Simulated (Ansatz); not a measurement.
We consider Ti (P6/mmm, No. 191, 3 atoms in the cell; start mp-72; another form than the element's usual one), described by r²SCAN0 in Ansatz (PAW).

The run printed, among other lines:

```
WARN output.stress: scf.exx.energy_threshold = 1e-6 eV is looser than the 3e-8 eV advised for a stress under a hybrid functional (1e-8 eV for each atom of the …
Crystal: 3 atoms, lattice volume = 49.384 Å³
Basis set: ecut = 520 eV, 1349 PW (Γ), exchange–correlation on 108×108×72 points (27 copies of the dense FFT grid, shifted against one another)
Bands: 22, of which v1, the nominal top of the filled ones, is band 18 counted from 1 (17 counted from 0)
Symmetry: 24 space group operations
Space group: P6/mmm (ITA 191), of the structure as read, at distance tolerance 3.7e-5 Å
k-points: 42 of 360
Initial density: superposition of atomic densities (chi_scale 0.1, normalization cell)
Functional: x = r2scan, c = r2scan; τ floored in thin density (d = 2e-4 eV/Å³), warm-up for x = 0.75 r2scan + 0.25 exact, c = r2scan; τ floored in thin density (d = 2e-4 eV/Å³)
SCF iter   1: F=—  HF=-7513.712098 eV  |F-HF|=—  |Δ(HF+E_count)|=         —  Δρ=7.05e-2  dr2=2.59e0  dr2_τ=8.84e-2
SCF iter   2: F=—  HF=-7513.542763 eV  |F-HF|=—  |Δ(HF+E_count)|=   1.69e-1  Δρ=7.94e-2  dr2=6.27e0  dr2_τ=2.14e-1
  ...
SCF 1 converged in 22 iterations: F = -7513.149528 eV  dr2 = 1.99e-11
Crystal: 3 atoms, lattice volume = 49.384 Å³
Initial density: handed on by an earlier stage of this run
Functional: x = 0.75 r2scan + 0.25 exact, c = r2scan; τ floored in thin density (d = 2e-4 eV/Å³)
SCF 2 converged in 9 iterations: F = -7508.455451 eV  dr2 = 1.34e-11
Crystal: 3 atoms, lattice volume = 49.384 Å³
SCF 3 converged in 9 iterations: F = -7508.539118 eV  dr2 = 5.66e-11
Crystal: 3 atoms, lattice volume = 49.384 Å³
SCF 4 converged in 6 iterations: F = -7508.548071 eV  dr2 = 5.08e-11
Crystal: 3 atoms, lattice volume = 49.384 Å³
Crystal: 3 atoms, lattice volume = 49.384 Å³
SCF 6 converged in 14 iterations: F = -7508.549996 eV  dr2 = 2.93e-11
Crystal: 3 atoms, lattice volume = 49.384 Å³
SCF iter   2: F=—  HF=-7508.549997 eV  |F-HF|=—  |Δ(HF+E_count)|=   9.78e-9  Δρ=1.32e-6  dr2=4.02e-10  dr2_τ=3.11e-11
SCF iter   3: F=-7508.549997 eV  HF=-7508.549997 eV  |F-HF|=8.55e-11  |Δ(HF+E_count)|=   3.74e-9  Δρ=6.42e-7  dr2=1.72e-10  dr2_τ=5.75e-12
SCF 7 converged in 3 iterations: F = -7508.549997 eV  dr2 = 1.72e-10
Free energy (F): -7508.549997 eV
Internal energy: -7508.549747 eV  (E = F + TS)
E sigma→0 (E₀):  -7508.549872 eV
Fermi energy:    14.168344 eV
--- Forces (eV/Å), atoms counted from 1 ---
  atom   1  Ti     0.00000000     0.00000000     0.00000000
  atom   2  Ti     0.00000000    -0.00000000     0.00000000
  atom   3  Ti    -0.00000000     0.00000000    -0.00000000
--- Stress (GPa, compression-positive) ---
        3.719771       0.000000      -0.000000
        0.000000       3.719771      -0.000000
       -0.000000      -0.000000       2.398549
  P = ⅓ Tr σ = 3.2794 GPa (32.794 kbar)
```

Write an input file that could have produced this run (the log leaves some choices open).

One answer among several that fit: 
Ansatz 0.2 input:
```yaml
crystal:
  lattice:
    - [4.5140258762, 0.0, 0.0]
    - [-2.2570129381, 3.9092610821, 0.0]
    - [0.0, 0.0, 2.7985029929]
  atoms:
    - { symbol: Ti, position: [0.0, 0.0, 0.0] }
    - { symbol: Ti, position: [0.3333333333, 0.6666666667, 0.5] }
    - { symbol: Ti, position: [0.6666666667, 0.3333333333, 0.5] }
basis:
  ecutwfc: 520
  ecutrho_ratio: 4
  xc_grid: 3
kpoints:
  mp_grid: { grid: [6, 6, 10] }
hamiltonian:
  xc: r2scan0
  dispersion: none
  pseudopotentials: { azcp: { folder: ./paw }, kind: paw }
scf:
  occupations: { method: fermi_dirac, width: 0.01 }
  convergence: { dr2_threshold: 0.0000000003 }
output:
  forces: true
  stress: true
  eigenvalues: true
```

The PAW data were made under PBE.

Note: cell and atoms aren't relaxed at this level (pressure 3.3 GPa).

A start named mp-… is a Materials Project structure, which need not be a measured phase.

Ansatz is an electronic-structure program.
